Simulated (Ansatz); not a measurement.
CdTe: response to strain

Consider CdTe in the zinc blende structure (space group F-43m, No. 216).

```
CdTe
1.0
    0.00000     3.27881     3.27881
    3.27881     0.00000     3.27881
    3.27881     3.27881     0.00000
Te Cd
1 1
Direct
  0.75000   0.75000   0.75000
  0.00000   0.00000   0.00000
```

Cartesian axes are those of the cell as printed.

Strains are applied to the cell and any free atomic positions relax; under biaxial strain the out-of-plane vector relaxes too; under stress the whole cell relaxes.

Method: r2SCAN (Ansatz, a quantum-chemistry and plane-wave program), scalar-relativistic without spin-orbit coupling.

Notes on the quantities. energy relative to the base: free energy F.

```tsv
variant	band gap	energy relative to the base	volume per atom
base	1.17 eV	0 meV/atom	35.25 Å³
biaxial strain +0.79 %, plane normal [110], relaxed out of plane	1.09 eV	+0.9 meV/atom	35.56 Å³
biaxial strain −1.18 %, plane normal [111], relaxed out of plane	1.17 eV	+2.2 meV/atom	34.75 Å³
isotropic strain −1.09 %	1.27 eV	+4.9 meV/atom	34.11 Å³
isotropic strain +2.79 %	0.91 eV	+28 meV/atom	38.28 Å³
uniaxial strain ε_xx = +0.81 %	1.13 eV	+0.4 meV/atom	35.53 Å³
uniaxial strain ε_zz = −1.00 %	1.18 eV	+0.6 meV/atom	34.90 Å³
uniaxial stress, 0.5 GPa tension along x	1.12 eV	+1.0 meV/atom	35.39 Å³
tensor shear ε_xy = −1.02 %	1.11 eV	+0.9 meV/atom	35.25 Å³
tensor shear ε_yz = −3.18 %	0.96 eV	+8.9 meV/atom	35.21 Å³
```

A biaxial case was relaxed in a doubled cell and then solved in the primitive one. With Te present, leaving out spin-orbit coupling can change the band edges. Stability under load was not tested beyond the relaxation.
